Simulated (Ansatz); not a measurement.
Start from PbTe in the rock salt structure (space group Fm-3m, No. 225; a = 6.5343 Å).

Structures relaxed with Ansatz (an electronic-structure program) r2SCAN, without spin-orbit coupling.

Base:

Simulated powder pattern, Cu Kα, λ = 1.54184 Å (kinematic, ideal powder, no thermal factors, no anomalous dispersion; the 14 strongest lines at most, above 2 %, up to 2θ = 90°):

```
2θ (°)  I/Imax (%)    hkl
------  ----------  -----
23.58           11  (111)
27.30          100  (200)
38.99           78  (220)
46.07          6.5  (311)
48.25           29  (222)
56.32           14  (400)
61.90          2.9  (331)
63.69           38  (420)
70.62           28  (422)
75.62          2.3  (511)
83.73          9.1  (440)
88.53          2.5  (531)
```

After one change:

Simulated powder pattern, Cu Kα, λ = 1.54184 Å (kinematic, ideal powder, no thermal factors, no anomalous dispersion; the 14 strongest lines at most, above 2 %, up to 2θ = 90°):

```tsv
2θ (°)	I/Imax (%)
23.16	11
26.80	100
38.27	79
45.21	6.5
47.34	29
55.23	14
60.68	2.9
62.43	38
69.18	28
74.05	2.3
81.92	9.1
86.57	2.5
88.11	20
```

Which change produced these results?
A. pressure −2 GPa
B. pressure 0.9 GPa
C. pressure 30 GPa
D. pressure 9 GPa

A, pressure −2 GPa. Its volume per atom is 36.80 Å³ against 34.87 Å³, and its space group is Fm-3m (No. 225).

Load acts through the strain it causes; cell and atoms are relaxed under it. No phonon test of stability was made. Competing high-pressure phases were not computed. All final runs are without spin polarisation.
